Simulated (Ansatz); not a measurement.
# Phonon-limited transport in W2C (Pnnm)

```yaml
crystal:
  lattice:
    - [4.67483, 0.00000, 0.00000]
    - [0.00000, 5.24353, 0.00000]
    - [0.00000, 0.00000, 3.00755]
  atoms:
    - { symbol: W, position: [0.25896, 0.15916, 0.50000] }
    - { symbol: W, position: [0.74104, 0.84084, 0.50000] }
    - { symbol: W, position: [0.75896, 0.34084, 0.00000] }
    - { symbol: W, position: [0.24104, 0.65916, 0.00000] }
    - { symbol: C, position: [0.00000, 0.00000, 0.00000] }
    - { symbol: C, position: [0.50000, 0.50000, 0.50000] }
```

Calculation: PBEsol, DFPT electron-phonon coupling, linearised Boltzmann equation (plane waves, PAW, scalar-relativistic; Ansatz, a quantum-chemistry and plane-wave program). Geometry: relaxed with this functional, without spin-orbit coupling.

```json
{
  "resistivity at 300 K": "13.6 (x), 26 (y), 24 (z) μΩ·cm",
  "resistivity at 77 K": "1.95 (x), 3.7 (y), 3.4 (z) μΩ·cm",
  "electron mean free path at 300 K (weighted by the current that each state carries)": "4.6 (x), 4.3 (y), 4.3 (z) nm",
  "electron-phonon coupling λ": "0.69",
  "transport coupling λ_tr": "0.72 (x), 0.70 (y), 0.74 (z)",
  "logarithmic_mean_phonon_energy": "19.0 meV",
  "density of states at the Fermi level": "1.51 states/(eV·spin·cell)",
  "drude_plasma_energy": "7.5 (x), 5.5 (y), 5.7 (z) eV"
}
```

A metal at this level (no band gap). Only scattering by harmonic phonons is included (no impurities, grain boundaries, electron-electron scattering or thermal expansion). Spin-orbit coupling is left out, which matters with elements this heavy. Halving the electron mesh (20x16x28) moves the resistivity by up to 8 % at 300 K, the mean free path by up to 6 %, the coupling by up to 3 %. Smearing 0.20 eV; phonons on a 3x3x5 q mesh, which this run doesn't test and which matters most at low temperature.

Computed structure, not matched to a measured one here, so possibly hypothetical: W2C (Pnnm).
